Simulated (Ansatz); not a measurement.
System: Ga vacancy in alpha Ga2O3 (charge state -3). The step: one Ga atom jumps into the vacancy from a nearby Ga site; the atom moves 2.57 Å along (-0.29, -0.57, 0.04) of the unit cell; the moving atom starts with neighbours O at 1.87, O at 1.95, O at 1.99, 2 O at 2.09, O at 2.27 Å and ends with O at 1.87, O at 1.95, O at 1.99, 2 O at 2.09, O at 2.27 Å. DFT values are from Ansatz (plane-wave PAW, 420 eV unless said) in a cell of 120 host sites, spin-restricted, static, with no finite-size correction. The host's phase is taken as given; its stability against other phases was not computed. The charge state is imposed; whether it is stable for some Fermi level was not computed. Forms of the defect that were not tried may lie lower. For the PBE band: the program found a first-order saddle point.

```json
[
 {"Level": "CHGNet universal potential (has no charge state), its own band", "Forward barrier (eV)": "1.02", "Cost of the band or of the saddle's single point": "-"},
 {"Level": "PBE, the Γ point alone, band relaxed", "Forward barrier (eV)": "1.13", "Cost of the band or of the saddle's single point": "about 60 core-minutes (a rough figure)"},
 {"Level": "PBE, a 2×2×2 k-point mesh shifted by half a step along c, same geometries", "Forward barrier (eV)": "1.14", "Cost of the band or of the saddle's single point": "around 7 core-minutes (rough)"},
 {"Level": "r2SCAN at 500 eV, the Γ point alone, same geometries", "Forward barrier (eV)": "1.04", "Cost of the band or of the saddle's single point": "around 100 core-seconds (rough)"}
]
```

Ansatz is a quantum-chemistry and plane-wave program.
